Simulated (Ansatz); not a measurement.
A self-consistent single point of BAs (F-43m, 2 atoms in the cell) with Ansatz (a first-principles code).

Computed with LDA (PW92), PAW files made with PBE (plane waves; Ansatz).

```
BAs
1.0
    0.00000     2.40649     2.40649
    2.40649     0.00000     2.40649
    2.40649     2.40649     0.00000
B As
1 1
Cartesian
  1.20325   1.20325   1.20325
  0.00000   0.00000   0.00000
```

Reference input (self-consistent single point, DFT, LDA (PW92), plane waves, PAW files made with PBE): basis.ecutwfc = 420 eV; kpoints.mp_grid.grid = 10 10 10; hamiltonian.xc = lda; hamiltonian.pseudopotentials = {kind: paw} (the program's default PAW files); scf.occupations.method = fixed. This run's input differs from it in these lines:

Ansatz 0.2 input:
```diff
@@ -9,3 +9,3 @@
 basis:
-  ecutwfc: 420.0 eV
+  ecutwfc: 295.0 eV
 kpoints:
```

Output, abridged:

```
SCF iter   1: F=—  HF=-4923.968985 eV  |F-HF|=—  |Δ(HF+E_count)|=         —  Δρ=7.17e-2  dr2=1.84e0  ethr=3.10e-3  ⟨swp⟩=4.0  Hψ=3027  notcnv=0  defer=32
all-band conjugate gradients solve this SCF's bands
preconditioner: auto → none
SCF iter   2: F=—  HF=-4923.414926 eV  |F-HF|=—  |Δ(HF+E_count)|=   5.54e-1  Δρ=2.45e-2  dr2=1.55e-1  ethr=3.10e-3  ⟨swp⟩=2.0  Hψ=1266  notcnv=0  defer=41
SCF iter   3: F=—  HF=-4923.370800 eV  |F-HF|=—  |Δ(HF+E_count)|=   4.41e-2  Δρ=1.00e-2  dr2=1.93e-2  ethr=8.60e-4  ⟨swp⟩=2.1  Hψ=868  notcnv=0  defer=85
   [... lines left out ...]
SCF iter   5: F=—  HF=-4923.365972 eV  |F-HF|=—  |Δ(HF+E_count)|=   1.15e-3  Δρ=1.01e-3  dr2=1.96e-4  ethr=2.28e-5  ⟨swp⟩=2.9  Hψ=933  notcnv=0  defer=87
SCF iter   6: F=—  HF=-4923.365941 eV  |F-HF|=—  |Δ(HF+E_count)|=   3.18e-5  Δρ=1.17e-4  dr2=2.23e-6  ethr=1.09e-6  ⟨swp⟩=2.1  Hψ=869  notcnv=0  defer=44
SCF iter   7: F=—  HF=-4923.365941 eV  |F-HF|=—  |Δ(HF+E_count)|=   4.56e-7  Δρ=6.25e-6  dr2=7.26e-9  ethr=5.56e-10  ⟨swp⟩=4.0  Hψ=3144  notcnv=0
SCF iter   8: F=-4923.365941 eV  HF=-4923.365941 eV  |F-HF|=2.46e-11  |Δ(HF+E_count)|=   1.48e-9  Δρ=3.26e-7  dr2=1.59e-11  ethr=4.03e-11  ⟨swp⟩=1.2  Hψ=1848  notcnv=0
SCF 1 converged in 8 iterations: F = -4923.365941 eV  dr2 = 1.59e-11
Free energy (F): -4923.365941 eV
Internal energy: -4923.365941 eV  (E = F + TS)
E sigma→0 (E₀):  -4923.365941 eV
Fermi energy:    10.075337 eV
--- Forces (eV/Å), atoms counted from 1 ---
  atom   1  B     -0.00000000     0.00000000     0.00000000
  atom   2  As    -0.00000000     0.00000000     0.00000000
--- Stress (GPa, compression-positive) ---
       -6.847760      -0.000000      -0.000000
        0.000000      -6.847760       0.000000
       -0.000000       0.000000      -6.847760
  P = ⅓ Tr σ = -6.8478 GPa (-68.478 kbar)
  The stress holds the Pulay correction. Without it, at fixed plane waves, as pw.x and ABINIT print it: P = -12.7041 GPa
```

The run converged in 8 iterations. Against the reference run the free energy rises by 69.2 meV/atom, the pressure hardly changes (-6.77 to -6.85 GPa) and the gap on the mesh moves little (1.149 to 1.151 eV).

The starting cell comes from a database of computed structures (which also holds hypothetical and non-ambient phases and stackings), without a prior relaxation at this level. Its lattice was rescaled by a random factor within 2.5 % of one. Ansatz's pressure includes its estimate of the finite-basis (Pulay) stress. Without the estimate this run gives -12.70 GPa. The cutoff lies below the one recommended for these files.
